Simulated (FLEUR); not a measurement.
A self-consistent single point of SnF₃ (Fm-3m, 8 atoms in the cell) with FLEUR.

Method: PBEsol, all-electron FLAPW (FLEUR), scalar-relativistic valence.

```
SnF3
1.0
    0.00000     4.31244     4.31244
    4.31244     0.00000     4.31244
    4.31244     4.31244     0.00000
Sn F
2 6
Direct
  0.50000   0.50000   0.50000
  0.00000   0.00000   0.00000
  0.72819   0.27181   0.72819
  0.27181   0.72819   0.27181
  0.72819   0.27181   0.27181
  0.27181   0.72819   0.72819
  0.72819   0.72819   0.27181
  0.27181   0.27181   0.72819
```

Reference input (self-consistent single point, DFT, PBEsol, all-electron FLAPW (FLEUR), scalar-relativistic valence): Kmax = 4.7 1/bohr; GmaxXC = 14.1 1/bohr; xcFunctional = PBEs; jspins = 1; l_soc = F; mode = hist; fermiSmearingEnergy = 0.00183747 Htr; mesh (inpgen div1-3) = 6 6 6; inpgen gamma flag = true; Gmax = 14.1 1/bohr; numbands = 0; maxIterBroyd = 40. This run's input differs from it in these lines:

```diff
@@ -21,3 +21,3 @@
 &exco xctyp='PBEs' /
-&kpt div1=6 div2=6 div3=6 gamma=t /
+&kpt div1=3 div2=3 div3=3 /
 &end /
```

Output (repeated stretches shortened):

```
 Iteration:     1   Distance:      12.24553875 me/bohr^3
 Iteration:     2   Distance:      10.85719319 me/bohr^3
 Iteration:     3   Distance:       6.21114047 me/bohr^3
 Iteration:     4   Distance:       4.04350752 me/bohr^3
 Iteration:     5   Distance:       1.58212105 me/bohr^3
   [... 8 lines left out ...]
 Iteration:    14   Distance:       0.00019796 me/bohr^3
 Iteration:    15   Distance:       0.00005847 me/bohr^3
 Iteration:    16   Distance:       0.00001374 me/bohr^3
 Iteration:    17   Distance:       0.00000676 me/bohr^3
 Reset of history
 Run finished successfully
 Stop message:
   Structural relaxation: new displacements generated

[file out, last iteration]
             iter=     18
[...]
          total density-effective poten   -2.1379212545E+04
          total charge density-energy d   -3.8573736402E+02
 Updated energy parameters for spin:           1
[...]
 fermi energy and band-weighting factors:

[...]
FERMIE:
          first approx. to ef    (T=0)  :   0.003827 htr   (energy of the highest occ. eigenvalue)
          number of occ. states  (T=0)  :        140
          first approx. to seigv (T=0)  : -29.673533 htr
          sum of weights of occ. states :  35.000000
          sum of semicore charge        :   0.000000 e
FERHIS:  Fermi-Energy by histogram:
          bandgap                     :   0.126799 htr
   [... lines left out ...]
          charge neutrality (T=0)     :   0.000000    (zero if the highest occ. eigenvalue is "entirely" occupied)
 Direct bandgap for spin            1 :   0.13259036859248050       Htr
 ---->    free energy=                    -12950.4306264477 htr
   [... lines left out ...]
 TOTAL FORCE FOR ATOM TYPE=  1  X=  8.149   Y=  8.149   Z=  8.149
                       FX_TOT= 0.000000 FY_TOT= 0.000000 FZ_TOT= 0.000000
 TOTAL FORCE FOR ATOM TYPE=  2  X=  0.000   Y=  0.000   Z=  0.000
                       FX_TOT= 0.000000 FY_TOT= 0.000000 FZ_TOT= 0.000000
 TOTAL FORCE FOR ATOM TYPE=  3  X=  0.000   Y= -4.430   Z=  0.000
                       FX_TOT= 0.000000 FY_TOT= 0.001321 FZ_TOT= 0.000000
```

The run converged in 17 iterations. FLEUR gives forces in its relaxation mode, with a further iteration, so its stop message speaks of a relaxation. Against the reference run the free energy is nearly the same (within 1 meV/atom) and the gap on the mesh goes from 2.873 to 3.450 eV.

The starting cell comes from a database of computed structures (which also holds hypothetical and non-ambient phases and stackings), without a prior relaxation at this level. Its lattice was rescaled by a random factor within 2.5 % of one. Values depend on the basis (sphere radii, cutoffs, local orbitals), which need not be converged. Another mesh or the band path of this cell gives a smaller gap, so this value is not converged in the mesh.

Cost on one core of a shared machine: roughly 3 min.
